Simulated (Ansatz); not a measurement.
MnP-type NiSi (0 0 1) on germanium (1 1 1) (film strained to the substrate, started from cuts of the bulks and a machine-learned relaxation; slabs Ge40 and Ni32Si24, which can lie off the formulas)

A periodic stack without vacuum, MnP-type NiSi (0 0 1) on germanium (1 1 1) (film strained to the substrate, started from cuts of the bulks and a machine-learned relaxation; slabs Ge40 and Ni32Si24, which can lie off the formulas): substrate slab Ge40, film Ni32Si24, surface cells [[-3, 2], [-1, -1]] and [[2, 1], [0, 2]], film strained by -1.6 and +4.9 %, outermost planes Ge/Ge and Ni/Ni as cut, which need not be the usual terminations and can put a slab off its formula.

The start was prepared with a machine-learned potential, and the result is one local minimum, with the in-plane cell held and forces under 0.04 eV/Å; the film can end far from its bulk form.

These are PBE (plane waves to 420 eV, PAW; Ansatz, a first-principles code) values and carry that method's errors. Spin–orbit coupling is left out; the runs are not spin-polarised; PBE gaps are too small against experiment. Its k-point mesh 3×4×1, Fermi–Dirac width 0.05 eV.

- interface area: 71.8 Å²
- period: 22.89 Å
- heights between the nearest atoms of the two slabs at the two interfaces: 0.73 and 0.74 Å
- Ge–Ni contacts across the interfaces within 1.22 times the sum of covalent radii: 40, mean 2.48 Å
- Ge–Si contacts across the interfaces within 1.22 times the sum of covalent radii: 8, mean 2.70 Å

```
CELL_PARAMETERS angstrom
     10.77600     0.00009    -0.02920
      2.30863     6.66417    -0.15972
     -0.39946     2.69386    22.83716
ATOMIC_POSITIONS crystal
  Ge 0.93528 0.18143 0.00749
  Ge 0.46137 0.41746 0.00741
  Ge 0.51871 0.88995 0.01071
  Ge 0.26802 0.01221 0.02600
  Ge 0.00475 0.64645 0.00613
  Ge 0.84648 0.20295 0.11114
  Ge 0.43857 0.40574 0.11693
  Ge 0.62958 0.81358 0.11476
  Ge 0.24281 0.00455 0.13177
  Ge 0.03668 0.60596 0.11628
  Ge 0.84033 0.86476 0.15014
  Ge 0.44789 0.06446 0.15965
  Ge 0.64664 0.45938 0.15018
  Ge 0.24210 0.65653 0.15608
  Ge 0.03847 0.26483 0.15684
  Ge 0.85483 0.82534 0.26138
  Ge 0.45875 0.02839 0.26656
  Ge 0.66045 0.42643 0.26195
  Ge 0.25427 0.62641 0.26575
  Ge 0.05307 0.22662 0.26526
  Ge 0.86180 0.48269 0.30346
  Ge 0.46250 0.68168 0.29914
  Ge 0.66360 0.08183 0.29945
  Ge 0.25791 0.27983 0.29826
  Ge 0.05625 0.88202 0.30265
  Ge 0.87637 0.44347 0.41468
  Ge 0.47461 0.65188 0.40885
  Ge 0.67865 0.04323 0.40806
  Ge 0.26913 0.24349 0.40521
  Ge 0.07006 0.84889 0.41438
  Ge 0.87050 0.10528 0.45412
  Ge 0.47428 0.30352 0.43326
  Ge 0.67994 0.70231 0.44880
  Ge 0.27795 0.90251 0.44820
  Ge 0.08706 0.49470 0.44989
  Ge 0.77890 0.12932 0.55741
  Ge 0.44482 0.29930 0.53880
  Ge 0.70911 0.66411 0.55898
  Ge 0.25109 0.89398 0.55738
  Ge 0.19518 0.42096 0.55405
  Ni 0.59757 0.17080 0.74346
  Ni 0.59514 0.67381 0.73534
  Ni 0.09695 0.42512 0.73433
  Ni 0.09686 0.92093 0.73370
  Ni 0.34118 0.30975 0.70983
  Ni 0.34748 0.80391 0.70421
  Ni 0.84338 0.55982 0.70783
  Ni 0.84063 0.05456 0.71060
  Ni 0.34612 0.09566 0.61305
  Ni 0.34624 0.56588 0.61231
  Ni 0.84192 0.35085 0.61717
  Ni 0.84075 0.81315 0.61645
  Ni 0.09137 0.18937 0.59326
  Ni 0.09070 0.73806 0.59211
  Ni 0.59628 0.42962 0.59077
  Ni 0.59534 0.99242 0.59180
  Si 0.50584 0.24190 0.65013
  Si 0.49581 0.75071 0.62791
  Si 0.00264 0.49724 0.63550
  Si 0.97961 0.00586 0.63835
  Si 0.26824 0.32270 0.80507
  Si 0.26846 0.81569 0.80252
  Si 0.76778 0.57060 0.80389
  Si 0.77182 0.06538 0.80807
  Si 0.44455 0.98888 0.75954
  Si 0.44440 0.49572 0.76216
  Si 0.94094 0.24624 0.75660
  Si 0.94506 0.74080 0.76084
  Si 0.19208 0.13996 0.68458
  Si 0.19067 0.63899 0.68309
  Si 0.68732 0.39034 0.68631
  Si 0.68698 0.89180 0.68651
  Ni 0.62120 0.12301 0.97125
  Ni 0.62185 0.57270 0.97247
  Ni 0.11816 0.31910 0.97287
  Ni 0.11736 0.88098 0.97396
  Ni 0.36696 0.21487 0.95192
  Ni 0.36681 0.74608 0.95275
  Ni 0.87246 0.49840 0.94843
  Ni 0.87143 0.95980 0.94779
  Ni 0.37153 0.00185 0.85481
  Ni 0.36546 0.50748 0.86053
  Ni 0.87238 0.25685 0.85405
  Ni 0.86948 0.75168 0.85686
  Ni 0.11518 0.14034 0.82125
  Ni 0.11776 0.63776 0.82938
  Ni 0.61593 0.39050 0.83111
  Ni 0.61584 0.88630 0.83038
  Si 0.52041 0.17157 0.88002
  Si 0.52177 0.67284 0.88157
  Si 0.02611 0.41958 0.87826
  Si 0.02561 0.92089 0.87853
  Si 0.20692 0.06971 0.91454
  Si 0.21708 0.56067 0.93673
  Si 0.73451 0.30478 0.92659
  Si 0.71032 0.81419 0.92918
```
